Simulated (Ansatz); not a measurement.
For ZrGe (model structure, started from the TiAs type, P6₃/mmc, No. 194, 8 atoms in the cell), PBE in Ansatz (PAW) gives:

```
Property                                 Value
------------------------------  --------------
equilibrium lattice constant a         3.795 Å
lattice parameter c                   13.456 Å
formation enthalpy              -0.677 eV/atom
```

Q: What does PBE-D3(BJ) (Ansatz, a first-principles code, PAW) give for the same quantities?

A: 
- lattice constant a: 3.742 Å (falls by 1.4 %)
- lattice parameter c: 13.393 Å (decreases by 0.5 %)
- formation enthalpy: -0.717 eV/atom (moves by -0.040 eV/atom)

Changes are worked out from the printed values.

Unless a cell is named, each level is at its own relaxed cell (PBE 20.98, PBE-D3(BJ) 20.30 Å³/atom).

Ansatz's density-functional and Hartree–Fock values are scalar-relativistic unless marked +SOC, with PAW data made under PBE.

A model structure was made by putting elements into a prototype or built by hand; it is no filed structure, need not be a known phase, and can be a saddle point held by its symmetry.
